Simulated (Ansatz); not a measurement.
An Ansatz (a quantum-chemistry and plane-wave program) run: IrO2 with a change (x(Os) = 0.25, 12 atoms, Cmmm); Kohn–Sham DFT with the PBEsol functional, run in Ansatz with PAW and 420 eV plane waves, scalar-relativistic without spin-orbit coupling, earlier PAW set.

Input:

Ansatz 0.2 input:
```yaml
crystal:
  lattice:
    - [3.1562334451, -3.1651991457, 0]
    - [3.1562334451, 3.1651991457, 0]
    - [0, 0, 6.3195787237]
  atoms:
    - { symbol: Ir, position: [0, 0, 0.7494827069] }
    - { symbol: Ir, position: [0, 0, 0.2505172931] }
    - { symbol: Os, position: [0.5, 0.5, 0] }
    - { symbol: Ir, position: [0.5, 0.5, 0.5] }
    - { symbol: O, position: [0.6893442839, 0.3106557161, 0.7527110592] }
    - { symbol: O, position: [0.6893442839, 0.3106557161, 0.2472889408] }
    - { symbol: O, position: [0.8050068915, 0.8050068915, 0] }
    - { symbol: O, position: [0.8088780893, 0.8088780893, 0.5] }
    - { symbol: O, position: [0.1949931085, 0.1949931085, 0] }
    - { symbol: O, position: [0.1911219107, 0.1911219107, 0.5] }
    - { symbol: O, position: [0.3106557161, 0.6893442839, 0.7527110592] }
    - { symbol: O, position: [0.3106557161, 0.6893442839, 0.2472889408] }
basis: { ecutwfc: 420, ecutrho_ratio: 4, xc_grid: 2, fft_grid_basis: typed }
kpoints: { mp_grid: { grid: [11, 11, 8] } }
hamiltonian:
  xc: pbesol
  dispersion: none
  pseudopotentials: { azcp: { folder: ./paw }, kind: paw }
scf: { occupations: { method: fermi_dirac, width: 0.05 }, convergence: { dr2_threshold: 0.0000000012 } }
output: { forces: true, stress: true }
checkpoint: { write: state.ck, write_every: 1000 }
```

Output (explanatory and most iteration lines left out):

```
Pseudopotential: Ir, paw, valence charge 17
Pseudopotential: Os, paw, valence charge 16
Pseudopotential: O, paw, valence charge 6
Crystal: 12 atoms, lattice volume = 126.267 Å³
Basis set: ecut = 420 eV, 2477 PW (Γ), exchange–correlation on 60×60×90 points (8 copies of the dense FFT grid, shifted against one another)
Bands: 70, of which v1, the nominal top of the filled ones, is band 58 counted from 1 (57 counted from 0)
Symmetry: 8 space group operations
Space group: Cmmm (ITA 65), of the structure as read, at distance tolerance 5.0e-5 Å
k-points: 180 of 968
Functional: x = pbesol(κ = 0.804, μ = 0.12345679012345678), c = pbesol(β = 0.046)
SCF iter   1: F=—  HF=-51131.942544 eV  |F-HF|=—  |Δ(HF+E_count)|=         —  Δρ=9.71e-2  dr2=6.81e0  ethr=3.10e-3  ⟨swp⟩=6.0  Hψ=42592  notcnv=0  defer=99
SCF iter   2: F=—  HF=-51131.280566 eV  |F-HF|=—  |Δ(HF+E_count)|=   6.62e-1  Δρ=5.05e-2  dr2=1.73e0  ethr=3.10e-3  ⟨swp⟩=2.0  Hψ=16344  notcnv=0  defer=312
SCF 1 converged in 12 iterations: F = -51131.102533 eV  dr2 = 4.96e-11
SCF converged after 12 iterations
Free energy (F): -51131.102533 eV
Internal energy: -51131.061400 eV  (E = F + TS)
E sigma→0 (E₀):  -51131.081966 eV
Entropy (-TS):   -0.041132 eV (-3.428 meV/atom)
Fermi energy:    14.673763 eV
--- Forces (eV/Å), atoms counted from 1 ---
  atom   1  Ir     0.00000000    -0.00000000    -0.00367071
  atom   2  Ir    -0.00000000     0.00000000     0.00367071
  atom   3  Os    -0.00000000    -0.00000000     0.00000000
  atom   4  Ir    -0.00000000     0.00000000     0.00000000
  atom   5  O     -0.00000000    -0.00085841    -0.00008422
  atom   6  O     -0.00000000    -0.00085841     0.00008422
  atom   7  O      0.00070408    -0.00000000     0.00000000
  atom   8  O     -0.00080517    -0.00000000     0.00000000
  atom   9  O     -0.00070408     0.00000000    -0.00000000
  atom  10  O      0.00080517     0.00000000    -0.00000000
  atom  11  O      0.00000000     0.00085841    -0.00008422
  atom  12  O      0.00000000     0.00085841     0.00008422
--- Stress (GPa, compression-positive) ---
        0.011743      -0.000000      -0.000000
       -0.000000       0.008701      -0.000000
       -0.000000      -0.000000      -0.005787
  P = ⅓ Tr σ = 0.0049 GPa (0.049 kbar)
```

These are small ordered cells, not random alloys; other orderings at the same x differ. Whether these cells are dynamically stable was not tested. No Hubbard U is applied, and correlation can decide whether such a compound is a metal. All final runs are without spin polarisation. An odd electron count without spin: Ir3OsO8. The cell was made from IrO2 by this change: x(Os) = 0.25, 12 atoms, Cmmm.
